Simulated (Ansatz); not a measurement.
The parent structure is ZnO in the wurtzite structure (space group P6_3mc, No. 186; a = 3.280 Å, c = 5.293 Å).

(Cell as relaxed with PBE.)

Levels (all Ansatz, a quantum-chemistry and plane-wave program, PAW): PBE (420 eV, spin-orbit coupling left out); r2SCAN (500 eV, no spin-orbit coupling).

Each level relaxes its own structure.

| base | PBE | r2SCAN |
|---|---|---|
| volume per atom | 12.33 Å³ | 11.81 Å³ |
| lattice parameter a | 328.0 pm | 323.5 pm |
| band gap | 0.74 eV | 1.24 eV |

It is then changed as follows: S replaces 33.3 % of the O, ordered in a cell of 12 atoms (starting symmetry R3) and fully relaxed.

```json
[
 {"quantity": "shift of the gap caused by the change", "PBE": "-0.10 eV", "r2SCAN": "-0.08 eV"},
 {"quantity": "band gap", "PBE": "0.64 eV", "r2SCAN": "1.16 eV"},
 {"quantity": "mixing energy", "PBE": "+94 meV/atom", "r2SCAN": "+107 meV/atom"},
 {"quantity": "shortest interatomic distance", "PBE": "198.0 pm", "r2SCAN": "195.1 pm"}
]
```

PBE's shift of the gap caused by the change lies 0.025 eV below r2SCAN's; PBE's band gap lies 0.52 eV below r2SCAN's; PBE's mixing energy lies 12 meV/atom below r2SCAN's; PBE's shortest interatomic distance lies 2.9 pm above r2SCAN's (1.5 %). Neither level is exact; r2SCAN is the comparison here, not a measurement.

Each cell is one ordered arrangement of few atoms, which overstates ordering effects compared with a random alloy. No phonon test of stability was made.
